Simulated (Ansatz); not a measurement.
Fluorite PtAl2, treated with r²SCAN in Ansatz (plane waves, PAW).

A relaxed, unreconstructed slab of the (111) face has 18 atoms, two equal faces of 15.096 Å² each and an energy of -81720.6142 eV. A bulk cell of 9 atoms with the same orientation and in-plane k mesh has -40861.5214 eV. Energies are extrapolated to zero smearing.

Numerical settings: plane-wave cutoff 500 eV, 18×18×1 k mesh (along the axes of the cell as run), Fermi–Dirac smearing 0.1 eV, scalar-relativistic PAW data made under PBE.

Worked out: γ = (E_slab − N E_bulk per atom)/2A = [-81720.6142 − 18 × (-40861.5214/9)]/(2 × 15.096) = 0.0804 eV/Å². With 16.022 J/m² per eV/Å² this is 1.29 J/m², or 1.21 eV per surface cell and face.

Ansatz is a quantum-chemistry and plane-wave program.
